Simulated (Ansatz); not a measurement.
**CsSnI3: band gap against strain**

CsSnI3 (cubic perovskite, Pm-3m, 49.329 Å³/atom at rest, cube axes along x, y and z) under an equal strain ε along all three axes. PBE in Ansatz, a plane-wave DFT program (PAW, default set), 420 eV, 6×6×6 Γ-centred mesh, Fermi-Dirac smearing 0.05 eV; ions are relaxed within the symmetry of each cell. Gaps are the smallest over the k-mesh and a band path, without spin-orbit coupling; in all rows the valence edge lies at about 0.9 Å⁻¹ from Γ and the conduction edge at about 0.9 Å⁻¹ from Γ. Runs with a gap under 0.1 eV are left out.

Here s stands for strain and Eg for gap.

```csv
strain (%),gap (eV)
-1.20,0.29
-0.60,0.37
0.00,0.45
0.60,0.53
1.20,0.60
3.00,?
```

Task: Using a straight line, estimate the missing Eg at s = 3.00 from the other rows, showing the fit.

Result: Means: s 0, Eg 0.448. About the means, the sum of products is 0.46800 and the sum of squares of s is 3.6000; the slope is their ratio. Least squares gives Eg = 0.448 + 0.1300·s. Residuals (row less fit): -0.002, 0.000, 0.002, 0.004, -0.004; standard error 0.004 (degrees of freedom: 3). Over these rows the gap moves by 13 ± 0.2 eV per unit strain, or 4.3 eV per unit of ln V. At the withheld row, Eg = 0.448 + 0.1300 × 3.0 = 0.838 eV. The calculation gives 0.79 eV, 0.048 eV below the prediction (9.6 % of the range of Eg in the table). The row lies outside the fitted rows, so this is an extrapolation. The fitted rows scatter only by rounding.

One order more, fitted to all 10 runs of the series, follows each within 0.01, so the miss is the next term of a smooth law. The primitive cell can neither tilt nor turn polar against its symmetry, as such crystals can under strain. CsSnI3 is here the ideal cubic form; the compound distorts at low or room temperature. Spin-orbit coupling is left out, which can shift this property for CsSnI3. Rows are the converged runs of the series near zero and its far end; series whose fitted rows scatter by over a few per cent of the range, as at a crossing or softening among them, aren't shown in this form. Most that stay on the fit to the last digits aren't either.
